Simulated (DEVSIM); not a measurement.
Device: abrupt GaP p-n junction, at 300 K.

Layer 1 from the left is GaP, thickness (μm) 0.510, Na (cm⁻³) 1.5e18, τn (s) 1.4e-6, τp (s) 1.4e-6. Layer 2 from the left is GaP, thickness (μm) 230, Nd (cm⁻³) 4.5e16, τn (s) 1.4e-6, τp (s) 1.4e-6.

Left contact: ohmic. Right contact: ohmic. Voltage is applied to the left contact. Recombination: SRH at mid-gap, radiative. Mobility is μmin + (μ − μmin)/(1 + (N/Nref)^α).

Constants are typed, rounded textbook-type inputs, not results; the design itself was drawn at random and stands for no fabricated device. Values at 300 K.

GaP: gap (eV) 2.26, affinity (eV) 3.8, permittivity 11.1, Nc (cm⁻³) 1.8e19, Nv (cm⁻³) 1.9e19, μn (cm²/Vs) 250, μp (cm²/Vs) 150, μn,min 10, μp,min 10, Nref,n 4.4e18, Nref,p 1e18, αn 0.8, αp 0.85, B (cm³/s) 1e-13.

DEVSIM, 1D drift-diffusion, Boltzmann statistics, complete ionisation; no tunnelling, impact ionisation, image-force lowering or self-heating.

Dark forward current:

| |V| (V) | |J| (A/cm²) |
|---|---|
| 0.75 | 1.945e-13 |
| 0.80 | 5.237e-13 |
| 0.85 | 1.409e-12 |
| 0.90 | 3.799e-12 |
| 0.95 | 1.026e-11 |
| 1.00 | 2.773e-11 |
| 1.05 | 7.510e-11 |
| 1.10 | 2.039e-10 |
| 1.15 | 5.548e-10 |
| 1.20 | 1.517e-9 |
| 1.25 | 4.179e-9 |
| 1.30 | 1.170e-8 |
| 1.35 | 3.384e-8 |
| 1.40 | 1.049e-7 |
| 1.45 | 3.703e-7 |
| 1.50 | 1.577e-6 |
| 1.55 | 8.167e-6 |
| 1.60 | 4.880e-5 |
| 1.65 | 0.0003157 |
| 1.70 | 0.002119 |
| 1.75 | 0.01438 |
| 1.80 | 0.09508 |
| 1.85 | 0.5298 |
| 1.90 | 1.889 |
| 1.95 | 4.236 |
| 2.00 | 7.219 |

Problem. Work out the local ideality factor n = ΔV / (kT/q · ln(J2/J1)) between the rows 0.75 and 0.80 V, 1.70 and 1.75 V, 1.95 and 2.00 V.

Solution. kT/q = 25.85 mV. From 0.75 to 0.80 V: ln(5.237e-13/1.945e-13) = 0.990, n = 1.95, near the 2 of recombination in the depletion region. From 1.70 to 1.75 V: ln(0.01438/0.002119) = 1.915, n = 1.01, near the 1 of diffusion or emission over a barrier. From 1.95 to 2.00 V: ln(7.219/4.236) = 0.533, n = 3.63; the layers' resistance at their doping, Σ W/(qμN) = 0.013 Ω cm², would take 39 mV of this step of 50 mV.

Problem. Estimate the current at 1.70 V from the Shockley equation with J0 = Σ q ni² D/(N L) coth(W/L), τ joining the SRH, radiative and Auger lifetimes that are on, and W taken as the whole layer.

Solution. ni² = 3.67 cm⁻⁶; electrons in the p layer: μ = 179 cm²/Vs, D = 4.62 cm²/s, τ = 1.16e-6 s, L = 23.1 μm, W/L = 0.022, term 3.55e-32 A/cm²; holes in the n layer: μ = 141 cm²/Vs, D = 3.64 cm²/s, τ = 1.39e-6 s, L = 22.5 μm, W/L = 10, term 2.11e-32 A/cm². J0 = 5.66e-32 A/cm², and J = J0 exp(qV/kT) = 0.00206 A/cm². The simulation gives 0.00212 A/cm²; the estimate lies 2.7 % below. The estimate leaves out recombination in the depletion region and that region's share of W.
